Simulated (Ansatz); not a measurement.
# Short convergence ladders for Cs₃K (P3m1, 8 atoms in the cell)

```xyz
8
Lattice="10.7541 0.0000 0.0000 -5.3770 9.3133 0.0000 0.0000 0.0000 8.6798" Properties=species:S:1:pos:R:3 pbc="T T T"
K      0.0000     6.2089     6.5599
K      5.3771     3.1044     2.1700
Cs     0.0000     3.1580     2.1700
Cs     5.3770     6.1554     6.5099
Cs     8.0192     1.5790     6.5099
Cs    -2.6422     7.7343     2.1700
Cs     2.6422     7.7343     2.1700
Cs     2.7349     1.5790     6.5099
```

Base method: LDA (PW92), default PAW files made with PBE (plane waves; Ansatz, an electronic-structure program).

Base settings: basis.ecutwfc = 420 eV; kpoints.mp_grid.grid = 2 2 2; hamiltonian.xc = lda; hamiltonian.pseudopotentials = {kind: paw} (the program's default PAW files); scf.occupations.method = gaussian; scf.occupations.width = 0.1 eV.

The count of work is k-points × plane waves × bands × iterations; it is no time. Core times come from one kind of shared machine, to one figure; runs under 30 s give none.

**The k-point mesh at a smearing width of 0.02 eV**

In this ladder: scf.occupations.width = 0.02 eV.

Only quantities that move along the ladder and can be compared are tabulated.

```csv
kpoints.mp_grid.grid,free energy less the last step's (meV/atom),count of work / last,core time / last (rough)
2 2 2,-1.70,0.045,–
3 3 3,8.89,0.080,–
4 4 4,0.05,0.13,0.1
5 5 5,0.87,0.22,0.2
6 6 6,0.55,0.39,0.4
9 9 9,0.00,1.0,1
```

Coarsest kpoints.mp_grid.grid that holds the free energy within 5 meV/atom of the last step, with all finer ones: 4 4 4, at 0.13 of the last step's count of work and about 0.1 of the last step's time; the step before is off by 8.9 meV/atom.

**The width of Fermi-Dirac smearing**

In this ladder: kpoints.mp_grid.grid = 4 4 4; scf.occupations.method = fermi_dirac.

Narrow widths need finer meshes than wide ones, so the last steps can hold mesh noise.

Only quantities that move along the ladder and can be compared are tabulated; pressure and forces are left out, as mesh noise rules them at narrow widths.

| scf.occupations.width | free energy less the last step's (meV/atom) | energy extrapolated to zero width less the last step's (meV/atom) |
|---|---|---|
| 1 eV | -1510.80 | -212.24 |
| 0.5 eV | -414.02 | -18.50 |
| 0.3 eV | -141.06 | -1.69 |
| 0.1 eV | 0.00 | 0.00 |

Widest scf.occupations.width that holds the energy extrapolated to zero width within 2 meV/atom: not settled: the last two steps still differ by 1.7 meV/atom, over half the tolerance, so the ladder does not show it.

Widest scf.occupations.width that holds the free energy within 5 meV/atom: not settled: the last two steps still differ by 140 meV/atom, over half the tolerance, so the ladder does not show it.

The extrapolation to zero width removes most of the smearing's effect on the energy.

On the base run: the starting cell comes from a database of computed structures (which also holds hypothetical and non-ambient phases and stackings), without a prior relaxation at this level. Its lattice was rescaled by up to half a per cent. One atom was moved a little off its site on purpose. Ansatz's pressure includes its estimate of the finite-basis (Pulay) stress.

Left out of this page: 2 runs of the series outside the window shown, repeating another row's setting, or not comparable.

Keys are those of Ansatz 0.2.
